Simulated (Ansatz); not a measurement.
# Point defects in GaAs

The reference is a 16-atom supercell of GaAs in the zinc blende structure (space group F-43m, No. 216) at its relaxed geometry.

```
CELL_PARAMETERS angstrom
      0.00000     5.74558     5.74558
      5.74558     0.00000     5.74558
      5.74558     5.74558     0.00000
ATOMIC_POSITIONS crystal
  As 0.37500 0.37500 0.37500
  As 0.37500 0.37500 0.87500
  As 0.37500 0.87500 0.37500
  As 0.37500 0.87500 0.87500
  As 0.87500 0.37500 0.37500
  As 0.87500 0.37500 0.87500
  As 0.87500 0.87500 0.37500
  As 0.87500 0.87500 0.87500
  Ga 0.00000 0.00000 0.00000
  Ga 0.00000 0.00000 0.50000
  Ga 0.00000 0.50000 0.00000
  Ga 0.00000 0.50000 0.50000
  Ga 0.50000 0.00000 0.00000
  Ga 0.50000 0.00000 0.50000
  Ga 0.50000 0.50000 0.00000
  Ga 0.50000 0.50000 0.50000
```

One neutral defect a cell, atoms relaxed at fixed cell.

Method: DFT with PBE, PAW potentials and a 420 eV plane-wave cutoff in Ansatz (a program for electronic structure), spin-orbit coupling left out.

| change | pressure | largest displacement of a host atom from its site in the perfect cell |
|---|---|---|
| perfect supercell | 0.0 GPa | – |
| As interstitial (started 2.49 Å from the nearest host atom), symmetric start | 5.8 GPa | 0.08 Å |
| H interstitial (started 2.35 Å from the nearest host atom), symmetric start | 0.6 GPa | 0.08 Å |
| Li interstitial (started 2.49 Å from the nearest host atom), symmetric start | 2.7 GPa | 0.06 Å |
| Ga vacancy, symmetric start | -1.6 GPa | 0.07 Å |
| As interstitial (started 2.35 Å from the nearest host atom), symmetric start | 4.1 GPa | 1.08 Å |

The magnetic state is the one reached from the starting moments; the real material's order can differ, and small cells can't hold many antiferromagnetic ones. In so small a cell the defect repeats every few ångströms: this is an ordered compound, not a dilute defect. The mesh was chosen for an insulator and is coarse for the gapless case. The defect started on the symmetric site and kept its symmetry, so it may sit on a saddle. Seeded moments were not kept for As interstitial (started 2.49 Å from the nearest host atom), H interstitial (started 2.35 Å from the nearest host atom), Li interstitial (started 2.49 Å from the nearest host atom) and As interstitial (started 2.35 Å from the nearest host atom).
